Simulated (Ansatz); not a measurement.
Data:

```xyz
2
Lattice="0.0000 2.1022 2.0707 2.1022 0.0000 2.0707 2.1022 2.1022 0.0000" Properties=species:S:1:pos:R:3 pbc="T T T"
Mg     0.0000     0.0000     0.0000
O      2.1022     2.1022     2.0707
```

No spin polarisation.

All numbers come from r2SCAN (Ansatz, an electronic-structure program), without spin-orbit coupling. Settings: 13×13×13 k-points, 0.05 eV Fermi–Dirac smearing.

Task: Predict the electron mass, band gap, pressure and gap character.

Result: 
- Electron mass = 0.37 mₑ (at Γ)
- Band gap = 5.83 eV
- Pressure (mean of the normal stresses, compression positive) = 2.68 GPa
- Gap character = direct at Γ

The cells carry an imposed strain or load. Masses are band curvatures over ±0.01 Å⁻¹ around the edge. No phonon test of stability was made. The cell was made from MgO in the rock salt structure (space group Fm-3m, No. 225) by this change: uniaxial strain ε_zz = −1.50 %.
